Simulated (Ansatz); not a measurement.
Take Rb in the bcc (W type) structure (space group Im-3m, No. 229; a = 5.749 Å) as the base.

All numbers come from Ansatz (a program for electronic structure) r2SCAN, no SOC, earlier PAW set.

Base values:

| Item | Result |
|---|---|
| Volume per atom | 95.00 Å³ |

Now apply this change: Na takes the place of Rb on all its sites; the structure is relaxed again.

Tabulated Pauling electronegativity and covalent radius: Rb 0.82, 2.20 Å; Na 0.93, 1.66 Å.

### Question
How does this affect the volume per atom?

### Answer
The volume per atom falls by 57.29 Å³ to 37.71 Å³.

No phonon test of stability was made.
